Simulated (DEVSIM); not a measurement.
System: abrupt Si n-p junction, at 300 K.

Layer 1 from the left is Si, thickness (μm) 69.0, Nd (cm⁻³) 2.5e15, τn (s) 0.00079, τp (s) 2.4e-5. Layer 2 from the left is Si, thickness (μm) 1.50, Na (cm⁻³) 1.9e15, τn (s) 0.00079, τp (s) 0.00079.

Left contact: ohmic. Right contact: ohmic. Voltage is applied to the left contact. Recombination: SRH at mid-gap, Auger. Mobility is μmin + (μ − μmin)/(1 + (N/Nref)^α).

Constants are typed, rounded textbook-type inputs, not results; the design itself was drawn at random and stands for no fabricated device. Values at 300 K.

Si: gap (eV) 1.124, affinity (eV) 4.05, permittivity 11.7, Nc (cm⁻³) 2.86e19, Nv (cm⁻³) 3.1e19, μn (cm²/Vs) 1417, μp (cm²/Vs) 470, μn,min 52, μp,min 45, Nref,n 9.7e16, Nref,p 2.2e17, αn 0.68, αp 0.72, Cn (cm⁶/s) 2.8e-31, Cp (cm⁶/s) 9.9e-32.

**Question.** Estimate by hand the built-in potential, the peak field at zero bias, the capacitance at 3 V, and compare with a numerical solution.

**Answer.** 
- Built-in potential: ni = √(Nc Nv) exp(−Eg/2kT) = 1.08e10 cm⁻³ with Eg = 1.124 eV; Vbi = kT/q ln(Na Nd/ni²) = 0.632 V; numerical 0.632 V.
- Peak field at zero bias: depletion approximation: W = √(2εVbi/(qN)) = 0.870 μm with N = 1.08e15 cm⁻³; field = 2Vbi/W = 14500 V/cm; numerical 13900 V/cm (estimate above by 4.4 %).
- Capacitance at 3 V: C = √(qεN / 2(Vbi + |V|)) = 4.97 nF/cm²; numerical 5.00 nF/cm² (estimate below by 0.73 %).

Model (solved in DEVSIM): 1D drift-diffusion, Boltzmann statistics, complete ionisation; no tunnelling, impact ionisation, image-force lowering or self-heating.
